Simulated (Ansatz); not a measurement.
The starting structures come from a database of crystals and need not be the phases stable at ambient conditions.

 Where the default PAW files enter, the runs use the earlier of Ansatz's two default sets.

```
Cs2LiYCl6
1.0
    7.51489     0.00000     0.00000
   -3.75745     6.50809     0.00000
    3.75745     2.16936     6.13588
Cs Li Y Cl
2 1 1 6
Direct
  0.50000   0.25000   0.25000
  0.50000   0.75000   0.75000
  0.00000   0.50000   0.50000
  0.00000   0.00000   0.00000
  0.00000   0.75032   0.24968
  0.00000   0.24968   0.75032
  0.00000   0.24968   0.24968
  0.00000   0.75032   0.75032
  0.50064   0.75032   0.24968
  0.49936   0.24968   0.75032
```

Space group of this cell: Fm-3m. The cell is taken as given; by r2SCAN its mean pressure is -0.9 GPa.

Transport runs along the normal of the first two printed cell vectors, the (111) plane of the conventional cell.

No gap correction and no spin-orbit coupling; mid-gap values are interpolated between computed energies.

### Question
Predict the band gap and the smallest decay constant κ at mid-gap from r2SCAN in Ansatz (a quantum-chemistry and plane-wave program).

### Answer
Gap 5.46 eV on a 6×6×6 mesh; κ = 0.411 1/Å, at the zone centre.
